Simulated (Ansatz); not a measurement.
The reference is AlRu in the CsCl type structure (space group Pm-3m, No. 221; a = 2.955 Å; relaxed with 0.1 eV smearing). Axes: x, y, z lie along the cube axes.

Computed with LDA (Ansatz, a quantum-chemistry and plane-wave program, PAW, no SOC).

Perturbation: the cell is scaled by 0.9700 in all directions; the atoms relax in the strained cell.

Question: Predict the stress tensor and what it implies for the stiffness.

Answer: Stress of the strained cell less that of the base (GPa, compression positive):
```
   25.8     0.0     0.0
    0.0    25.8     0.0
    0.0     0.0    25.8
```

Then B = −ΔP/(ΔV/V₀) with ΔV/V₀ = -0.0873 gives secant stiffness values (nonlinear terms included at this strain): B ≈ 295 GPa.

As a check, the harmonic strain energy −½ V₀ Δσ:ε is 93 meV/atom; the computed energy rise is 83 meV/atom.

Whether these cells are dynamically stable was not tested. The final runs are not spin-polarised.
